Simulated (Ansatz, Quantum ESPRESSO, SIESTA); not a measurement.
## Code comparison for BN (P6_3mc, 4 atoms in the cell)

Relaxation of cell and atoms.

```xyz
4
Lattice="2.5164 0.0000 0.0000 -1.2582 2.1793 0.0000 0.0000 0.0000 4.1647" Properties=species:S:1:pos:R:3 pbc="T T T"
B      1.2582     0.7264     4.1635
B      0.0000     1.4528     2.0812
N      1.2582     0.7264     2.6041
N      0.0000     1.4528     0.5218
```

Shared settings, as Ansatz (a quantum-chemistry and plane-wave program) writes them: kpoints.mp_grid.grid = 10 10 6; scf.occupations.method = fixed. Potentials and cutoffs stand in the table.

```
code                                                                                                                                model  final volume (Å³/atom)       cutoff
----------------  -----------------------------------------------------------------------------------------------------------------------  ----------------------  -----------
SIESTA            GGA PBE, numerical atomic orbitals DZP, PseudoDojo PBE standard norm-conserving potentials (rewritten from UPF to PSML)                    5.99  grid 300 Ry
Ansatz                                                                                                             PBE, default PAW files                    5.97      default
Quantum ESPRESSO                                                                        PBE, SSSP 1.1.2 efficiency (PBE) pseudopotentials                    5.95        45 Ry
```

The spread over the programs that give each value: final volume within 0.04 Å³/atom.

SIESTA uses small atom-centred bases, whose incompleteness enters pressures, forces and empty levels differently from a plane-wave cutoff. The programs treat the finite-basis stress differently while the cell relaxes: Ansatz adds an estimate of it.

This mesh misses zone-boundary points where a band edge of such crystals can lie, so no gaps are given.

The starting cell comes from a database of computed structures (which also holds hypothetical and non-ambient phases and stackings), without a prior relaxation at this level. Its lattice was rescaled by a random factor within 2.5 % of one.

Left out of this page: GPAW (not drawn, or without a comparable value).

Keys are those of Ansatz 0.2.
